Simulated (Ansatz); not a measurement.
System: PdTe (model structure, within 0.1 Å of Pm-3m, No. 221, 2 atoms in the cell). Method: r²SCAN (PAW; Ansatz, an electronic-structure program).

The input as run:

Ansatz 0.2 input:
```yaml
crystal:
  lattice:
    - [3.4648607893, 0.0, 0.0]
    - [0.0, 3.4648607893, 0.0]
    - [0.0, 0.0, 3.4551516151]
  atoms:
    - { symbol: Pd, position: [0.0, 0.0, 0.0] }
    - { symbol: Te, position: [0.5, 0.5, 0.5] }
basis:
  ecutwfc: 560
  ecutrho_ratio: 4
  xc_grid: 3
kpoints:
  mp_grid: { grid: [18, 18, 14] }
hamiltonian:
  xc: r2scan
  dispersion: none
  pseudopotentials: { kind: paw }
scf:
  occupations: { method: fermi_dirac, width: 0.05 }
output:
  forces: true
  stress: true
  eigenvalues: true
relax:
  f_tol: 0.004
  escape_saddle: false
  max_steps: 80
  cell: { stress_tol: 0.02, fix: [volume] }
```

Excerpt of the program's output:

```
Relaxation: its limit of steps is 80 (relax.max_steps)
Crystal: 2 atoms, lattice volume = 41.480 Å³
Basis set: ecut = 560 eV, 1237 PW (Γ), exchange–correlation on 81×81×81 points (27 copies of the dense FFT grid, shifted against one another)
Bands: 21, of which v1, the nominal top of the filled ones, is band 17 counted from 1 (16 counted from 0)
Symmetry: 16 space group operations
Space group: P4/mmm (ITA 123), of the structure as read, at distance tolerance 3.5e-5 Å
k-points: 440 of 4536
Functional: x = r2scan, c = r2scan; τ floored in thin density (d = 2e-4 eV/Å³)
SCF iter   1: F=—  HF=-13980.643001 eV  |F-HF|=—  |Δ(HF+E_count)|=         —  Δρ=1.19e-2  dr2=4.34e-2  dr2_τ=5.73e-3
SCF iter   2: F=—  HF=-13980.652813 eV  |F-HF|=—  |Δ(HF+E_count)|=   9.81e-3  Δρ=5.62e-3  dr2=4.51e-3  dr2_τ=1.10e-3
  ...
SCF 1 converged in 7 iterations: F = -13980.655338 eV  dr2 = 1.17e-8
Crystal: 2 atoms, lattice volume = 41.480 Å³
Initial density: handed on by an earlier stage of this run
SCF iter   5: F=—  HF=-13980.655338 eV  |F-HF|=—  |Δ(HF+E_count)|=  9.09e-12  Δρ=8.92e-8  dr2=5.59e-12  dr2_τ=1.11e-13
SCF iter   6: F=-13980.655338 eV  HF=-13980.655338 eV  |F-HF|=0.00e0  |Δ(HF+E_count)|=  1.82e-12  Δρ=1.98e-8  dr2=1.66e-13  dr2_τ=3.54e-14
SCF 2 converged in 6 iterations: F = -13980.655338 eV  dr2 = 1.66e-13
SCF converged after 6 iterations
Free energy (F): -13980.655338 eV
Internal energy: -13980.648935 eV  (E = F + TS)
E sigma→0 (E₀):  -13980.652136 eV
Fermi energy:    15.483392 eV
--- Forces (eV/Å), atoms counted from 1 ---
  atom   1  Pd    -0.00000000    -0.00000000     0.00000000
  atom   2  Te     0.00000000     0.00000000     0.00000000
--- Stress (GPa, compression-positive) ---
       -1.988471       0.000000       0.000000
        0.000000      -1.988471       0.000000
        0.000000       0.000000      -1.996346
  P = ⅓ Tr σ = -1.9911 GPa (-19.911 kbar)
```

The cell is one volume of an energy–volume scan, off the minimum.

The PAW data were made under PBE.

Computing time: roughly 90 core-seconds.

A model structure was made by putting elements into a prototype or built by hand; it is no filed structure, need not be a known phase, and can be a saddle point held by its symmetry.
